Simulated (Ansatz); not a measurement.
We consider HfBN (model structure, P6₃/mmc, No. 194, 6 atoms in the cell), described by r²SCAN in Ansatz (PAW).

Run with plane-wave cutoff 560 eV, 24×24×8 k mesh (along the axes of the cell as run), Fermi–Dirac smearing 0.05 eV, scalar-relativistic PAW data made under PBE.

Cell (relaxed at this level):

```cif
data_B2Hf2N2
_chemical_formula_sum 'Hf2 B2 N2'
_space_group_name_H-M_alt 'P 1'
_space_group_IT_number 1
_cell_length_a 3.16534
_cell_length_b 3.16534
_cell_length_c 6.86141
_cell_angle_alpha 90.000
_cell_angle_beta 90.000
_cell_angle_gamma 120.000
loop_
_space_group_symop_operation_xyz
  'x, y, z'
loop_
_atom_site_label
_atom_site_type_symbol
_atom_site_fract_x
_atom_site_fract_y
_atom_site_fract_z
_atom_site_occupancy
Hf1 Hf 0.00000 0.00000 0.00000 1
B1 B 0.33333 0.66667 0.25000 1
N1 N 0.66667 0.33333 0.25000 1
Hf2 Hf 0.00000 0.00000 0.50000 1
N2 N 0.33333 0.66667 0.75000 1
B2 B 0.66667 0.33333 0.75000 1
```

Question: Give the computed bulk modulus.

Answer: 
* **bulk modulus**: 190 GPa

The run finds no gap.

Note: the bulk modulus is −V dP/dV from two relaxed cells at ±2 % in volume; the relaxation could raise the start's symmetry but not lower it, so the cell can be a saddle point.

Spin–orbit coupling is not included; it can open a gap where bands touch, and shift volumes and moduli.

Static lattice: no zero-point or thermal effects.

Cost on a shared machine: very roughly 10 core-minutes.

A model structure was made by putting elements into a prototype or built by hand; it is no filed structure, need not be a known phase, and can be a saddle point held by its symmetry.

Ansatz is an electronic-structure program.
